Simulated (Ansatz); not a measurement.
The cell is built on a prototype and need not be the phase stable at ambient conditions.

Tunnelling through a barrier is set by its complex band structure: the current falls as exp(−2κd) with the smallest κ.

Input:

```yaml
crystal:
  lattice:
    - [3.25486, 0.00000, 0.00000]
    - [0.00000, 5.17219, 0.00000]
    - [1.62743, 0.00000, 2.81879]
  atoms:
    - { symbol: Be, position: [0.00000, 0.00000, 0.00000] }
    - { symbol: Be, position: [0.00000, 0.50000, 0.00000] }
    - { symbol: S, position: [0.33333, 0.75000, 0.33333] }
    - { symbol: S, position: [0.66667, 0.25000, 0.66667] }
```

Space group of this cell: P6_3/mmc, NiAs type. The cell was relaxed by PBE-D3(BJ); by r2SCAN its mean pressure is 5.3 GPa.

Transport runs along the normal of the first two printed cell vectors.

The gap is the functional's own. No spin-orbit coupling. Mid-gap values are interpolated on the energy grid.

### Question
State the band gap and the smallest decay constant κ at mid-gap according to r2SCAN (Ansatz, a quantum-chemistry and plane-wave program).

### Answer
Gap 1.85 eV on a 10×6×10 mesh; κ = 0.230 1/Å, at (0.500, 0.000) of the in-plane reciprocal vectors. At the zone centre, at the nearest computed energy, the slowest state has κ = 0.24 1/Å.
